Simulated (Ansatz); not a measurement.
The starting structures come from a database of crystals and need not be the phases stable at ambient conditions.

 Where the default PAW files enter, the runs use the earlier of Ansatz's two default sets.

Evanescent states of MgCdTe₂ (R3m, not sure to be the ambient phase, 4 atoms a cell, 34.6 Å³ an atom) along the normal of (101)

Level of theory: PBEsol (plane waves, PAW; Ansatz, a program for electronic structure).

The gap is the functional's own. No spin-orbit coupling. Mid-gap values are interpolated on the energy grid.

Energies count from the valence-band top; κ is the least over a 8×4 mesh across the current.

```csv
E (eV),κ (1/Å),where
0.04,0.032,Γ
0.12,0.052,Γ
0.20,0.064,Γ
0.28,0.073,Γ
0.36,0.079,Γ
0.44,0.083,Γ
0.52,0.085,Γ
0.60,0.086,Γ
0.68,0.085,Γ
0.76,0.083,Γ
0.84,0.079,Γ
0.92,0.073,Γ
1.00,0.065,Γ
1.08,0.053,Γ
1.16,0.032,Γ
```

**Question.** How thick must the barrier be to attenuate the transmission by 10^6 when the electrodes' Fermi level lies at 0.52 eV, and what attenuation does that film give at 1.08 eV?

**Answer.** d = 6 ln 10 / (2 × 0.085) = 81.3 Å. At 1.08 eV it gives 6 × 0.053/0.085 = 3.7 decades.
